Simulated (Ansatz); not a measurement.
WP (model structure, started from the NbAs type, I4₁md, No. 109, 4 atoms in the cell), treated with r²SCAN+rVV10 (Ansatz, an electronic-structure program, PAW).

Input:

Ansatz 0.2 input:
```yaml
crystal:
  lattice:
    - [-1.6181965425, 1.6181965425, 5.6055942506]
    - [1.6181965425, -1.6181965425, 5.6055942506]
    - [1.6181965425, 1.6181965425, -5.6055942506]
  atoms:
    - { symbol: W, position: [0.4991243848, 0.4991243848, 0.0] }
    - { symbol: W, position: [0.2491243848, 0.7491243848, 0.5] }
    - { symbol: P, position: [0.9168756152, 0.9168756152, 0.0] }
    - { symbol: P, position: [0.6668756152, 0.1668756152, 0.5] }
basis:
  ecutwfc: 560
  ecutrho_ratio: 4
  xc_grid: 3
kpoints:
  mp_grid: { grid: [24, 24, 24] }
hamiltonian:
  xc: r2scan
  dispersion: rvv10
  pseudopotentials: { kind: paw }
scf:
  occupations: { method: fermi_dirac, width: 0.05 }
output:
  forces: true
  stress: true
  eigenvalues: true
relax:
  f_tol: 0.004
  escape_saddle: false
  max_steps: 80
  cell: { stress_tol: 0.02, fix: [volume] }
```

Output (set-up and result lines):

```
Relaxation: its limit of steps is 80 (relax.max_steps)
Crystal: 4 atoms, lattice volume = 58.714 Å³
Basis set: ecut = 560 eV, 1729 PW (Γ), FFT grids on a1+a3, a2+a3, a3, exchange–correlation on 75×75×144 points (27 copies of the dense FFT grid, shifted against one another)
Bands: 23, of which v1, the nominal top of the filled ones, is band 19 counted from 1 (18 counted from 0)
Symmetry: 8 space group operations
Space group: I41md (ITA 109), of the structure as read, at distance tolerance 3.9e-5 Å
k-points: 1063 of 13824 (time reversal used)
Functional: x = r2scan, c = r2scan + rvv10(b = 11.95, C = 0.0093); τ floored in thin density (d = 2e-4 eV/Å³)
SCF iter   1: F=—  HF=-22307.827010 eV  |F-HF|=—  |Δ(HF+E_count)|=         —  Δρ=9.31e-3  dr2=1.91e-2  dr2_τ=1.11e-1
SCF iter   2: F=—  HF=-22307.948388 eV  |F-HF|=—  |Δ(HF+E_count)|=   1.21e-1  Δρ=6.07e-3  dr2=7.12e-3  dr2_τ=7.01e-4
  ...
SCF 1 converged in 6 iterations: F = -22307.957475 eV  dr2 = 3.17e-8
Crystal: 4 atoms, lattice volume = 58.714 Å³
Basis set: ecut = 560 eV, 1737 PW (Γ), FFT grids on a1+a3, a2+a3, a3, exchange–correlation on 75×75×144 points (27 copies of the dense FFT grid, shifted against one another)
Initial density: handed on by an earlier stage of this run
SCF 2 converged in 4 iterations: F = -22307.957564 eV  dr2 = 3.44e-7
Crystal: 4 atoms, lattice volume = 58.714 Å³
SCF 3 converged in 4 iterations: F = -22307.957714 eV  dr2 = 4.09e-8
Crystal: 4 atoms, lattice volume = 58.714 Å³
SCF 4 converged in 4 iterations: F = -22307.957715 eV  dr2 = 2.77e-10
Crystal: 4 atoms, lattice volume = 58.714 Å³
SCF iter   3: F=—  HF=-22307.957715 eV  |F-HF|=—  |Δ(HF+E_count)|=   2.65e-9  Δρ=1.63e-7  dr2=1.68e-11  dr2_τ=5.78e-12
SCF iter   4: F=-22307.957715 eV  HF=-22307.957715 eV  |F-HF|=1.82e-11  |Δ(HF+E_count)|=  2.55e-11  Δρ=7.46e-8  dr2=3.30e-12  dr2_τ=2.57e-13
SCF 5 converged in 4 iterations: F = -22307.957715 eV  dr2 = 3.30e-12
SCF converged after 4 iterations
Free energy (F): -22307.957715 eV
Internal energy: -22307.940186 eV  (E = F + TS)
E sigma→0 (E₀):  -22307.948950 eV
Fermi energy:    18.110327 eV
--- Forces (eV/Å), atoms counted from 1 ---
  atom   1  W     -0.00000000    -0.00000000    -0.00200794
  atom   2  W      0.00000000     0.00000000    -0.00200794
  atom   3  P     -0.00000000     0.00000000     0.00201042
  atom   4  P      0.00000000     0.00000000     0.00201042
--- Stress (GPa, compression-positive) ---
       -4.914128       0.000000       0.000000
        0.000000      -4.914128       0.000000
        0.000000      -0.000000      -4.900650
  P = ⅓ Tr σ = -4.9096 GPa (-49.096 kbar)
```

The cell is one volume of an energy–volume scan, off the minimum.

The PAW data were made under PBE.

Note: the run has no spin polarisation, so it can have missed a magnetic state. Note: the relaxation could raise the start's symmetry but not lower it, so the cell can be a saddle point.

Computing time: around 21 core-minutes (rough).

A model structure was made by putting elements into a prototype or built by hand; it is no filed structure, need not be a known phase, and can be a saddle point held by its symmetry.
